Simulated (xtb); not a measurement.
xtb 6.7.1, GFN2-xTB: Ti(NMe2)(OSiH3)3 (C[N](C)[Ti]([O][SiH3])([O][SiH3])[O][SiH3]), 25 atoms. The geometry is a generated start, not checked to be a minimum at this level.

```
Property                                                                                                       Result
------------------------  -------------------------------------------------------------------------------------------
method                                                                                                       GFN2-xTB
--acc                                                                                                     1 (default)
--etemp (K)                                                                                             300 (default)
detailed input (--input)  none: ANC optimiser, Lindh (1995) Hessian, microcycle=20, maxdispl=1.0, hlow=0.01 (default)
basis functions                                                                                                    79
valence electrons                                                                                                  62
```

```xyz
25

Ti     0.3480    -0.0565     0.0762
N      0.7191     1.7531     0.0916
C      0.2099     2.4399     1.2636
C      0.3190     2.4188    -1.1338
H      0.5491     3.4872     1.2726
H     -0.8992     2.4388     1.2876
H      0.5910     1.9428     2.1629
H     -0.7851     2.4519    -1.2371
H      0.6915     3.4541    -1.1488
H      0.7477     1.8805    -1.9891
O     -1.3954    -0.1472    -0.0892
Si    -2.4621    -0.8621    -1.0464
H     -2.3935    -0.2546    -2.3972
H     -3.7843    -0.6090    -0.4471
H     -2.2037    -2.3182    -1.1246
O      0.8596    -0.7368     1.6066
Si     0.2755    -1.5559     2.8499
H     -0.2178    -0.5999     3.8682
H      1.3801    -2.3542     3.4047
H     -0.8350    -2.4333     2.4031
O      1.1927    -0.7121    -1.3075
Si     1.6669    -2.1021    -1.9421
H      2.8475    -2.6050    -1.2067
H      2.0110    -1.8258    -3.3461
H      0.5675    -3.0943    -1.8715
```

Charge 0 and multiplicity 1 are set for this test and not shown to be the ground state.

The structure is relaxed from this start with --opt LEVEL for the levels crude, sloppy, loose, lax, normal, tight, vtight, extreme, once each. Up to the end of the extreme run atoms move by at most 1.3 Å along an axis.

Task: Choose the cheapest level whose final energy lies within 1 meV of that of extreme.

Result: vtight: 93 cycles against 94, ending 0.00024 meV above.

| level | cycles | energy above the extreme run (meV) | gradient norm (eV/Å) |
|---|---|---|---|
| crude | 1 | 38 | 0.080 |
| sloppy | 1 | 38 | 0.080 |
| loose | 1 | 38 | 0.080 |
| lax | 1 | 38 | 0.080 |
| normal | 34 | 8.9 | 0.034 |
| tight | 37 | 8.7 | 0.012 |
| vtight | 93 | under 0.01 | 0.0049 |
| extreme | 94 | — | 0.0025 |
